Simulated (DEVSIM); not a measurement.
System: TaN/AlN/p-Si capacitor, at 300 K.

| layer (left to right) | material | thickness (nm) | Na (cm⁻³) |
|---|---|---|---|
| 1 | AlN | 4.00 | - |
| 2 | Si | 17000 | 1.1e15 |

Metal gate on the left, work function 4.4 eV. Fixed charge at the semiconductor interface 1.1e10 cm⁻² (in units of +e); no interface traps.

This is a model device: material constants are rounded textbook-type values typed into the input, and sizes, dopings and lifetimes were drawn at random. Values at 300 K.

```csv
parameter,AlN,Si
gap (eV),6.1,1.124
affinity (eV),1.9,4.05
permittivity,8.5,11.7
Nc (cm⁻³),-,2.86e19
Nv (cm⁻³),-,3.1e19
```

Simulated with DEVSIM: 1D Poisson equation in equilibrium, Boltzmann statistics, complete ionisation; no quantum confinement or tunnelling. Metal contacts follow the ideal Schottky-Mott rule: no Fermi-level pinning, no interface dipoles.

The AlN thickness was swept, all else fixed.

```
AlN thickness (μm)  capacitance of the dielectric stack (μF/cm²)
------------------  --------------------------------------------
0.0016                                                      4.70
0.0022                                                      3.42
0.0028                                                      2.69
0.0034                                                      2.21
0.004                                                       1.88
0.0048                                                      1.57
```

From the first row to the last the capacitance of the dielectric stack goes from 4.70 to 1.57.
